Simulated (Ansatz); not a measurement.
Abridged Ansatz (a first-principles code) output:

```
Pseudopotential: Ca, paw, valence charge 10
Pseudopotential: Ge, paw, valence charge 14
Pseudopotential: O, paw, valence charge 6
Crystal: 5 atoms, lattice volume = 101.866 Å³
Basis set: ecut = 420 eV, 1935 PW (Γ), exchange–correlation on 64×64×64 points (8 copies of the dense FFT grid, shifted against one another)
Bands: 30, of which v1, the nominal top of the filled ones, is band 25 counted from 1 (24 counted from 0)
Symmetry: 48 space group operations
k-points: 56 of 1000
Functional: x = pbesol(κ = 0.804, μ = 0.12345679012345678), c = pbesol(β = 0.046)
SCF iter   1: F=—  HF=-10201.159467 eV  |F-HF|=—  |Δ(HF+E_count)|=         —  Δρ=8.03e-3  dr2=6.10e-2  ethr=1.77e-3  ⟨swp⟩=8.6  Hψ=8066  notcnv=0
SCF iter   2: F=—  HF=-10201.144345 eV  |F-HF|=—  |Δ(HF+E_count)|=   1.51e-2  Δρ=2.04e-3  dr2=3.57e-3  ethr=1.22e-4  ⟨swp⟩=2.0  Hψ=2822  notcnv=0  defer=25
SCF 1 converged in 9 iterations: F = -10201.143177 eV  dr2 = 2.62e-10
SCF converged after 9 iterations
Free energy (F): -10201.143177 eV
Internal energy: -10201.142251 eV  (E = F + TS)
E sigma→0 (E₀):  -10201.142714 eV
Entropy (-TS):   -0.000925 eV (-0.185 meV/atom)
Fermi energy:    9.364136 eV
--- Forces (eV/Å), atoms counted from 1 ---
  atom   1  Ca     0.00000000    -0.00000000     0.00000000
  atom   2  Ca     0.00000000    -0.00000000     0.00000000
  atom   3  Ca     0.00000000    -0.00000000     0.00000000
  atom   4  Ge    -0.00000000    -0.00000000     0.00000000
  atom   5  O      0.00000000     0.00000000     0.00000000
--- Stress (GPa, compression-positive) ---
       -0.006896       0.000000       0.000000
        0.000000      -0.006896       0.000000
        0.000000       0.000000      -0.006896
  P = ⅓ Tr σ = -0.0069 GPa (-0.069 kbar)
```

Task: What was computed, and what are the main results?

Result: Ca3GeO, 5 atoms in the cell, with DFT with PBEsol, PAW potentials and a 420 eV plane-wave cutoff in Ansatz, without spin-orbit coupling. The last SCF converged to F = -10201.143177 eV, or -2040.2286 eV per atom, at a pressure of -0.01 GPa. The total energy compares only with runs of the same code, potentials and settings.

No phonon test of stability was made. The final runs are not spin-polarised. The cell is Ca3GeO in the anti-perovskite structure (space group Pm-3m, No. 221).
